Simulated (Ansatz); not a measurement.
A dielectric-response calculation of CsH3O2 (Amm2, 6 atoms in the cell) with Ansatz (a first-principles code).

Method: LDA (PW92), default PAW files made with PBE (plane waves; Ansatz).

```
CELL_PARAMETERS angstrom
      4.27148     0.00000     0.00000
      0.00000     2.22366     4.04368
      0.00000    -2.22366     4.04368
ATOMIC_POSITIONS crystal
  Cs 0.00000 0.98533 0.98533
  H  0.50000 0.55847 0.55847
  H  0.50000 0.07118 0.45270
  H  0.50000 0.45270 0.07118
  O  0.50000 0.67951 0.67951
  O  0.50000 0.33406 0.33406
```

Reference input (self-consistent single point, DFT, LDA (PW92), plane waves, default PAW files made with PBE): basis.ecutwfc = 420 eV; kpoints.mp_grid.grid = 6 6 6; hamiltonian.xc = lda; hamiltonian.pseudopotentials = {kind: paw} (the program's default PAW files); scf.occupations.method = fixed. This run's input differs from it in these lines:

Ansatz 0.2 input:
```diff
@@ -16,3 +16,4 @@
   mp_grid:
-    grid: [6, 6, 6]
+    grid: [11, 13, 13]
+    shift: [0.5, 0.5, 0.5]
 hamiltonian:
@@ -24,6 +25,4 @@
     method: fixed
-output:
-  forces: true
-  eigenvalues: true
-  stress: true
+dielectric:
+  field_mesh: kpoints
```

The program printed (abridged):

```
SCF iter   1: F=—  HF=-6664.991942 eV  |F-HF|=—  |Δ(HF+E_count)|=         —  Δρ=9.15e-3  dr2=6.07e-2  ethr=1.77e-3  ⟨swp⟩=4.1  Hψ=81181  notcnv=0  defer=3483
all-band conjugate gradients solve this SCF's bands
preconditioner: auto → Resta (q_TF=auto, 2.247 Å⁻¹)
SCF iter   2: F=—  HF=-6664.974934 eV  |F-HF|=—  |Δ(HF+E_count)|=   1.70e-2  Δρ=4.20e-3  dr2=7.83e-3  ethr=2.53e-4  ⟨swp⟩=2.7  Hψ=35182  notcnv=0  defer=3720
   [... lines left out ...]
SCF iter   6: F=—  HF=-6664.971659 eV  |F-HF|=—  |Δ(HF+E_count)|=   2.80e-6  Δρ=4.01e-5  dr2=1.53e-6  ethr=1.17e-7  ⟨swp⟩=2.7  Hψ=26925  notcnv=0  defer=1239
SCF iter   7: F=—  HF=-6664.971659 eV  |F-HF|=—  |Δ(HF+E_count)|=   3.39e-7  Δρ=7.02e-6  dr2=3.82e-8  ethr=6.38e-9  ⟨swp⟩=2.8  Hψ=23979  notcnv=0  defer=1237
SCF iter   8: F=—  HF=-6664.971659 eV  |F-HF|=—  |Δ(HF+E_count)|=   4.97e-9  Δρ=9.08e-7  dr2=9.29e-10  ethr=1.59e-10  ⟨swp⟩=2.0  Hψ=26595  notcnv=0  defer=1237
SCF iter   9: F=-6664.971659 eV  HF=-6664.971659 eV  |F-HF|=6.37e-12  |Δ(HF+E_count)|=  2.20e-10  Δρ=2.03e-7  dr2=3.55e-11  ethr=1.00e-12  ⟨swp⟩=8.8  Hψ=79745  notcnv=0
SCF 1 converged in 9 iterations: F = -6664.971659 eV  dr2 = 3.55e-11
DFPT response loops at Γ: preconditioner auto → none (the input reference at scf.mixing.eps_inf says where Resta's filter doesn't serve); β = 0.50 …
Free energy (F): -6664.971659 eV
Internal energy: -6664.971659 eV  (E = F + TS)
E sigma→0 (E₀):  -6664.971659 eV
Fermi energy:    2.874186 eV
--- Dielectric response (ions clamped): 3 representative field directions + reference, on 930 of 1859 k-points (Σ response iterations 24) ---
  k mesh reduced under 1 symmetry operation, with k and −k counted as one. Each operation leaves every solved perturbation unchanged …
  ε∞ (high-frequency dielectric tensor):
        2.621895     0.000000     0.000000
   [... lines left out ...]
         0.00000   -2.08241    0.00000
         0.00000    0.00000   -1.72795
    site 5:
        -1.01902    0.00000    0.00000
         0.00000   -2.31444    0.00000
         0.00000    0.00000   -1.55875
  Z* charge neutrality: 1.386e-5 e pre-enforcement
  k-mesh period / interband length: 47.0 Å / 1.18 Å = 39.94 at k = (0.0455, 0.0385, 0.0385), direct gap 4.097 eV — 14 or more, which is no proof of convergence
```

The run converged in 9 iterations. 

Summary of the result:
| Quantity | Result |
|---|---|
| Free energy E − TS (on the zero of these files) | -6664.9717 eV |
| Top of the valence band (on the code's own zero) | 2.87 eV |
| Gap on the k-point mesh | 4.10 eV |
| ε∞ at this k-point mesh, which may be far from converged in small-gap cells (xx, yy, zz) | 2.62, 2.78, 2.63 |
| Born charges at this mesh (mean of the diagonal, e) | Cs 1.34, H 0.46, H 0.75, H 0.75, O -1.68, O -1.63 |

The starting cell comes from a database of computed structures (which also holds hypothetical and non-ambient phases and stackings), without a prior relaxation at this level. Its lattice was rescaled by up to half a per cent. The shifted mesh does not hold Γ, so a gap read on it misses any band edge there.

Cost on one core of a shared machine: roughly 20 min.
